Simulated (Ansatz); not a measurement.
Base system: TiB₂ (space group P6/mmm, No. 191; a = 3.025 Å, c = 3.224 Å).

The other end (x = 1) is HfB₂ (space group P6/mmm, No. 191): 9.88 Å³/atom, gap zero.

All numbers come from Ansatz (a quantum-chemistry and plane-wave program) r2SCAN, spin-orbit coupling left out, earlier PAW set.

Hf replaces a fraction x of Ti; each row is one arrangement (x, atoms in the cell, starting space group or random), fully relaxed.

One change was made to it. Results:

```json
[
 {"quantity": "shortest interatomic distance", "base": "1.746 Å", "after": "1.737 Å"},
 {"quantity": "mixing energy (to 0.01 eV only: unlike meshes or grids)", "base": "–", "after": "+0.02 eV/atom"},
 {"quantity": "deviation of the volume from the linear (Vegard-type) interpolation", "base": "–", "after": "+0.4 %"}
]
```

Problem. Which change produced these results?
A. x(Hf) = 0.333, 9 atoms, P6/mmm
B. x(Hf) = 0.5, 12 atoms, C2/m
C. x(Hf) = 0.5, 12 atoms, Cmcm
D. x(Hf) = 0.25, 12 atoms, P6/mmm

Solution. D, x(Hf) = 0.25, 12 atoms, P6/mmm. For comparison, the shortest interatomic distance in the other runs: x(Hf) = 0.5, 12 atoms, C2/m gives 1.746 Å; x(Hf) = 0.333, 9 atoms, P6/mmm gives 1.729 Å; x(Hf) = 0.5, 12 atoms, Cmcm gives 1.780 Å.

These are small ordered cells, not random alloys; other orderings at the same x differ. No phonon test of stability was made. The final runs are not spin-polarised.
